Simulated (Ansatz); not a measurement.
Take SiO2 in the rutile structure (space group P4_2/mnm, No. 136; a = 4.1549 Å, c = 2.6615 Å) as the base.

Calculations: LDA (Ansatz, a program for electronic structure), no spin-orbit coupling.

Before the change:

```
Item                             Value
-----------------------------  -------
Volume per atom                7.66 Å³
Width of the top valence band  2.76 eV
```

One thing is altered: a hydrostatic pressure of 2.1 GPa.

Task: What does the calculation give for the volume per atom after the change?

Result: The volume per atom drops by 0.05 Å³, from 7.66 Å³ to 7.61 Å³.

Task: What does the calculation give for the width of the top valence band after the change?

Result: The width of the top valence band rises by 0.02 eV (2.76 eV → 2.78 eV).

The levels and masses belong to the bands next to the band gap. Load acts through the strain it causes; cell and atoms are relaxed under it. Stability against distortions was not tested.
